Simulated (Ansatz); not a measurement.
**A constructed model of the (110) surface of bcc Nb, a layer of Rh in place of the third plane (bottom of the slab: a bare face, its two planes held)**

The numbers are results of PBE (plane waves to 420 eV, PAW; Ansatz, an electronic-structure program), not measurements.

Set-up: 6 atoms, 11.4 Å thick at the start; mesh 14x14x1; 0.1 eV smearing; dipole correction on; 2 atoms held, the rest relaxed; start symmetry kept, larger cells not searched; no spin, no spin-orbit, no U. In PBE it is, or lies within 0.01 eV a 1x1 cell of, the lowest of the 2 structures of its composition computed so far; larger cells were not tried.

```
Quantity                                                 Value
-----------------------------  -------------------------------
work function of the top face                          4.56 eV
energy released by relaxation                         0.090 eV
cost                           around 2.6 core-minutes (rough)
```
